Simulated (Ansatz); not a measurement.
The starting structures come from a database of crystals and need not be the phases stable at ambient conditions.

Inside the gap of an insulator the Bloch states are evanescent, with a wavenumber k + iκ along the transport direction.

Consider the following.

```yaml
crystal:
  lattice:
    - [8.17810, 0.00000, 0.00000]
    - [0.00000, 8.25266, 0.00000]
    - [4.08905, 0.00000, 4.13429]
  atoms:
    - { symbol: Sr, position: [0.98807, 0.75000, 0.02386] }
    - { symbol: Sr, position: [0.01193, 0.25000, 0.97614] }
    - { symbol: Sr, position: [0.49355, 0.75000, 0.01290] }
    - { symbol: Sr, position: [0.50645, 0.25000, 0.98710] }
    - { symbol: Zr, position: [0.00000, 0.00000, 0.50000] }
    - { symbol: Zr, position: [0.00000, 0.50000, 0.50000] }
    - { symbol: Zr, position: [0.50000, 0.00000, 0.50000] }
    - { symbol: Zr, position: [0.50000, 0.50000, 0.50000] }
    - { symbol: O, position: [0.54946, 0.75000, 0.49138] }
    - { symbol: O, position: [0.45054, 0.25000, 0.50862] }
    - { symbol: O, position: [0.04084, 0.25000, 0.50862] }
    - { symbol: O, position: [0.95916, 0.75000, 0.49138] }
    - { symbol: O, position: [0.21109, 0.54306, 0.57782] }
    - { symbol: O, position: [0.78891, 0.45694, 0.42218] }
    - { symbol: O, position: [0.78891, 0.04306, 0.42218] }
    - { symbol: O, position: [0.21109, 0.95694, 0.57782] }
    - { symbol: O, position: [0.70824, 0.00000, 0.00000] }
    - { symbol: O, position: [0.29176, 0.00000, 0.00000] }
    - { symbol: O, position: [0.29176, 0.50000, 0.00000] }
    - { symbol: O, position: [0.70824, 0.50000, 0.00000] }
```

Space group of this cell: Cmcm. The cell is taken as given; by PBEsol its mean pressure is -2.6 GPa.

Transport runs along the normal of the first two printed cell vectors.

No gap correction and no spin-orbit coupling; mid-gap values are interpolated between computed energies.

Task: State the band gap and the smallest decay constant κ at mid-gap according to PBEsol (Ansatz, a first-principles code).

Result: Gap 3.48 eV on a 8×4×8 mesh; κ = 0.284 1/Å, at the zone centre.
